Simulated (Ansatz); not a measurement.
We consider HgS (model structure, started from the cinnabar type, P3₂21, No. 154, 6 atoms in the cell), described by LDA in Ansatz (PAW).

Numerical settings: plane-wave cutoff 520 eV, 12×12×4 k mesh (along the axes of the cell as run), Fermi–Dirac smearing 0.01 eV, scalar-relativistic PAW data made under PBE.

Cell (relaxed at this level):

```cif
data_Hg3S3
_chemical_formula_sum 'Hg3 S3'
_space_group_name_H-M_alt 'P 1'
_space_group_IT_number 1
_cell_length_a 4.03743
_cell_length_b 4.03743
_cell_length_c 9.28410
_cell_angle_alpha 90.000
_cell_angle_beta 90.000
_cell_angle_gamma 120.000
loop_
_space_group_symop_operation_xyz
  'x, y, z'
loop_
_atom_site_label
_atom_site_type_symbol
_atom_site_fract_x
_atom_site_fract_y
_atom_site_fract_z
_atom_site_occupancy
Hg1 Hg 0.68908 0.00000 0.66667 1
Hg2 Hg 0.00000 0.68908 0.33333 1
Hg3 Hg 0.31092 0.31092 0.00000 1
S1 S 0.51701 0.00000 0.16667 1
S2 S 0.00000 0.51701 0.83333 1
S3 S 0.48299 0.48299 0.50000 1
```

Task: Give the computed band gap and smallest direct gap on the k points sampled.

Result: 
- band gap: 0.98 eV
- smallest direct gap on the k points sampled: 1.04 eV

Spin–orbit coupling is not included.

Computed values are for the static lattice.

The result took about 50 core-seconds (a rough figure).

A model structure was made by putting elements into a prototype or built by hand; here it ended with the formula and space group of a phase in our tables.

Ansatz is a program for electronic structure.
